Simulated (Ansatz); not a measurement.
A set of related cells and their band gap.

Cell A: CdS (zinc blende, F-43m), 2 atoms in the cell, k-point mesh 10×10×10 on the run's own vectors.
```cif
data_Cd4S4
_chemical_formula_sum 'Cd4 S4'
_space_group_name_H-M_alt 'F-43m'
_space_group_IT_number 216
_space_group_name_Hall 'F -4 2 3'
_cell_length_a 5.92678
_cell_length_b 5.92678
_cell_length_c 5.92678
_cell_angle_alpha 90.000
_cell_angle_beta 90.000
_cell_angle_gamma 90.000
loop_
_atom_site_label
_atom_site_type_symbol
_atom_site_symmetry_multiplicity
_atom_site_Wyckoff_symbol
_atom_site_fract_x
_atom_site_fract_y
_atom_site_fract_z
_atom_site_occupancy
Cd1 Cd 4 a 0.00000 0.00000 0.00000 1
S1 S 4 d 0.75000 0.75000 0.75000 1
```
(The calculation used a cell of 2 atoms; values per cell refer to that cell.)

Cell B: ZnS (zinc blende, F-43m), 2 atoms in the cell, k-point mesh 12×12×12 on the run's own vectors.
```
ZnS
1.0
    0.00000     2.72157     2.72157
    2.72157     0.00000     2.72157
    2.72157     2.72157     0.00000
Zn S
1 1
Direct
  0.00000   0.00000   0.00000
  0.25000   0.25000   0.25000
```

Computed with Ansatz (plane waves, PAW), its PAW set soft_1, cutoff 420 eV, 500 eV for r2SCAN. The structures are at rest with PBE; other levels are single points on them. HSE06 runs on coarser k-point meshes, which give the PBE gaps of the finer ones within 0.03 eV. Neutral cells; Fermi-Dirac smearing of at most 0.05 eV in the solids, energies taken to zero width. The lattices are those relaxed with PBE, so at other levels the solids can be strained, which adds to the spread. Spin-orbit coupling is left out. A dispersion term ran beside these levels; it doesn't touch the electrons. Gaps are highest filled to lowest empty Kohn-Sham level on the run's k-point mesh, states of defects and surfaces included; edges off the mesh make the true gap smaller, and under 0.08 eV counts as none.

Q: Predict the band gap (eV) of each cell with r2SCAN.

A: 
```
system         r2SCAN
------  -------------
A       1.48 (direct)
B       2.56 (direct)
```

With r2SCAN the value of B exceeds that of A by 1.08 eV.

Q: Does the picture change with the functional?

A: 
```csv
system,PBE,HSE06
A,1.04 (direct),2.04
B,2.01 (direct),3.23
```

With PBE the value of B exceeds that of A by 0.97 eV. With HSE06 the value of B exceeds that of A by 1.19 eV.

Ansatz is a quantum-chemistry and plane-wave program.
